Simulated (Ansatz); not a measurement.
**SiC (model structure, started from the CdTe type, P6₄22, No. 181, 6 atoms in the cell)**

These are r²SCAN+rVV10 (Ansatz, a first-principles code, plane waves, PAW) values and carry that method's errors.

Settings: plane-wave cutoff 560 eV, 18×18×8 k mesh (along the axes of the cell as run), Fermi–Dirac smearing 0.05 eV, scalar-relativistic PAW data made under PBE.

Cell (relaxed at this level):

CSi is taken in the hexagonal space group P6₄22 (No. 181), Pearson symbol hP6. Cell: a = b = 3.0694 Å, c = 7.0352 Å, α = β = 90.00°, γ = 120.00°. Si on 3c is surrounded by 4 C at 1.931 Å. C on 3d is coordinated by 4 Si at 1.931 Å. (Neighbours: up to the widest gap in distance over summed covalent radii, below 1.35, at either atom.)

```
Property                                                 Result
-------------------------------------------  ------------------
band gap                                     1.16 eV (indirect)
smallest direct gap on the k points sampled             3.40 eV
direct gap at Γ                                         3.83 eV
```

Note: the relaxation could raise the start's symmetry but not lower it, so the cell can be a saddle point.

Computing time: about 100 core-seconds (a rough figure).

A model structure was made by putting elements into a prototype or built by hand; it is no filed structure, need not be a known phase, and can be a saddle point held by its symmetry.
